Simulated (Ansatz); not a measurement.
Levels about the gap of amorphous Si₃₀C₁₈N₁₆ (64 atoms in a cell of 785 Å³, 2.71 g/cm³; zone centre alone, so wide bands show as single levels with stretches between that a denser mesh fills), at the geometry that PBE relaxed, where it gives -0.1 GPa on a denser mesh. The participation number counts the atoms over which a state spreads; weights are charges in smoothed Voronoi cells. The levels come from a single point, so bond lengths are those of that geometry. Method of the levels: PBE, scalar-relativistic without spin-orbit coupling (Ansatz, a program for electronic structure). Sampling: the zone centre alone; Fermi-Dirac width 0.02 eV; no spin polarisation.

The cell was made by melting and quenching with the CHGNet potential and then relaxed with DFT. N atoms were pushed apart under 1.9 Å during the dynamics, to hinder bonds among them. The hot cell started wider than the set density and was brought back towards it in steps. It is the lowest in DFT energy of 2 quenches. It is a model cell: composition and starting density were chosen by hand, and all elements were melted together. No dispersion term was used. Its density started from a set value of 2.53 and ended at 2.71 g/cm³. Cooling (nominally 400 K/ps over its main leg) ran many orders faster than in experiment, which tends to leave more defects and strain. A cell of this size samples the disorder only roughly. The volume was free in the relaxation, at fixed shape. Stress components on the final sampling reach 2.2 GPa. On a 2×2×2 Γ-centred mesh force components of up to 0.44 eV/Å stay, since the relaxation ran on the zone centre alone.

```tsv
E - E(highest filled), eV	filling	participation number	largest on	weight Si	weight C	weight N
-1.04	filled	32.6	N, 3 neighbours	0.38	0.38	0.24
-0.90	filled	21.4	Si, 4 neighbours	0.47	0.29	0.24
-0.77	filled	30.8	N, 3 neighbours	0.39	0.28	0.33
-0.65	filled	26.9	Si, 3 neighbours	0.53	0.24	0.23
-0.47	filled	26.7	Si, 4 neighbours	0.51	0.32	0.16
-0.38	filled	21.8	Si, 3 neighbours	0.56	0.29	0.15
0.00	filled	21.0	Si, 3 neighbours	0.57	0.23	0.20
0.64	empty	13.1	C, 3 neighbours	0.31	0.52	0.17
0.85	empty	15.8	Si, 3 neighbours	0.44	0.42	0.14
1.12	empty	27.8	Si, 3 neighbours	0.62	0.22	0.17
1.28	empty	27.3	Si, 3 neighbours	0.59	0.21	0.19
1.56	empty	33.3	C, 3 neighbours	0.54	0.27	0.18
1.75	empty	33.0	C, 3 neighbours	0.56	0.27	0.16
1.81	empty	41.8	Si, 3 neighbours	0.55	0.27	0.17
```

Most localised among these is the empty level at +0.64 eV, on a C atom, which has 3 neighbours (C 1.36 Å, Si 1.83 Å, Si 1.90 Å).
